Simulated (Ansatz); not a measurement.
How a calculation on Ag2NClO3 (Pnma, 28 atoms in the cell) responds to its settings

```xyz
28
Lattice="6.6120 0.0000 0.0000 0.0000 5.0771 0.0000 0.0000 0.0000 12.4050" Properties=species:S:1:pos:R:3 pbc="T T T"
Cl     2.5736     3.8078     1.1006
Cl     0.7324     1.2693     7.3031
Cl     5.8796     3.8078     5.1019
Cl     4.0384     1.2693    11.3045
O      1.3736     1.2693     3.6117
O      1.9324     3.8078     9.8142
O      4.6796     1.2693     2.5908
O      5.2384     3.8078     8.7933
N      2.3462     1.2693     4.3695
N      0.9598     3.8078    10.5721
N      5.6522     1.2693     1.8330
N      4.2658     3.8078     8.0355
Ag     1.7669     1.2693     0.4538
Ag     1.5391     3.8078     6.6563
Ag     5.0729     1.2693     5.7487
Ag     4.8451     3.8078    11.9513
O      2.8344     2.3360     4.7380
O      0.4716     2.7411    10.9405
O      6.1404     0.2026     1.4645
O      3.7776     4.8745     7.6671
O      3.7776     2.7411     7.6671
O      6.1404     2.3360     1.4645
O      0.4716     4.8745    10.9405
O      2.8344     0.2026     4.7380
Ag     0.9613     3.8078     3.1560
Ag     2.3447     1.2693     9.3585
Ag     4.2673     3.8078     3.0466
Ag     5.6507     1.2693     9.2491
```

Base run A: LDA (PW92), default PAW files made with PBE (Ansatz, a first-principles code), self-consistent single point.

Its settings: basis.ecutwfc = 420 eV; kpoints.mp_grid.grid = 3 4 2; hamiltonian.xc = lda; hamiltonian.pseudopotentials = {kind: paw} (the program's default PAW files); scf.occupations.method = cold; scf.occupations.width = 0.2 eV.

The starting cell comes from a database of published, mostly measured structures (it also holds non-ambient and calculated ones), without a prior relaxation at this level. Its lattice was rescaled by a random factor within 2.5 % of one. In the base run, forces exceed 1 eV/Å. Ansatz's pressure includes its estimate of the finite-basis (Pulay) stress.

ΔF is the free energy per atom less that of run A. 

Run A gave: pressure (GPa) -2.25; largest force (eV/Å) 1.601; gap on the mesh (eV) 1.480; iterations 9.

Runs:
- B: scf.mixing.algorithm, scf.mixing.beta = broyden, 0.02
- C: scf.mixing.algorithm, scf.mixing.beta = broyden, 0.05
- D: scf.mixing.algorithm, scf.mixing.beta = broyden, 0.1
- E: scf.mixing.algorithm, scf.mixing.beta = broyden, 0.2
- F: scf.mixing.algorithm, scf.mixing.beta = broyden, 0.3
- G: scf.mixing.algorithm, scf.mixing.beta = broyden, 0.5
- H: scf.mixing.algorithm, scf.mixing.beta = broyden, 0.7
- I: scf.mixing.algorithm, scf.mixing.beta = broyden, 0.9
- J: scf.mixing.algorithm, scf.mixing.beta = broyden, 1

Q: Which runs reach the base run's state, and which is quickest in iterations?

A: Runs B, C, D, E, F, G, H, I, J reached the same state as A (within 1 meV/atom). The fewest iterations to that state were 9 (A, H, I, J); the most were 21.

| run | ΔF (meV/atom) | pressure (GPa) | largest force (eV/Å) | gap on the mesh (eV) | iterations |
|---|---|---|---|---|---|
| A | 0.00 | -2.25 | 1.601 | 1.480 | 9 |
| B | 0.00 | -2.25 | 1.601 | 1.480 | 21 |
| C | 0.00 | -2.25 | 1.601 | 1.480 | 17 |
| D | 0.00 | -2.25 | 1.601 | 1.480 | 15 |
| E | 0.00 | -2.25 | 1.601 | 1.480 | 13 |
| F | 0.00 | -2.25 | 1.601 | 1.480 | 11 |
| G | 0.00 | -2.25 | 1.601 | 1.480 | 10 |
| H | 0.00 | -2.25 | 1.601 | 1.480 | 9 |
| I | 0.00 | -2.25 | 1.601 | 1.480 | 9 |
| J | 0.00 | -2.25 | 1.601 | 1.480 | 9 |

Keys are those of Ansatz 0.2.
